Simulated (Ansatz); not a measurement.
Start from CaF2 (space group Pmc2_1, No. 26; a cell from a computed database, its experimental status unchecked).

```
CELL_PARAMETERS angstrom
      3.46959     0.00000     0.00000
      0.00000     4.10549     0.00000
      0.00000     0.00000     5.87573
ATOMIC_POSITIONS crystal
  Ca 0.00000 0.14409 0.70213
  Ca 0.00000 0.85591 0.20213
  F  0.50000 0.08849 0.97952
  F  0.50000 0.91151 0.47952
  F  0.00000 0.63247 0.85135
  F  0.00000 0.36753 0.35135
```

Calculations: PBEsol in Ansatz (plane waves to 420 eV, PAW, no SOC), earlier PAW set.

Before the change:

| Quantity | Value |
|---|---|
| Electron mass | 0.56 mₑ along a, 1.1 mₑ along b, 0.72 mₑ along c (at Γ) |
| Smallest direct gap | 6.73 eV |
| Band gap | 6.32 eV |
| Shortest interatomic distance | 4.135 bohr |

It is then changed as follows: a hydrostatic pressure of 0.7 GPa.

What happens to the electron mass, smallest direct gap, band gap and shortest interatomic distance?

The electron mass changes from 0.56 mₑ along a, 1.1 mₑ along b, 0.72 mₑ along c (at Γ) to 0.57 mₑ along a, 1.2 mₑ along b, 0.73 mₑ along c (at Γ); the smallest direct gap grows by 0.017 eV to 6.74 eV; the band gap rises by 0.02 eV, from 6.32 eV to 6.34 eV; the shortest interatomic distance falls by 0.010 bohr, from 4.135 bohr to 4.125 bohr.

Load acts through the strain it causes; cell and atoms are relaxed under it. Masses are band curvatures over ±0.01 Å⁻¹ around the edge. Stability against distortions was not tested.

Ansatz is a program for electronic structure.
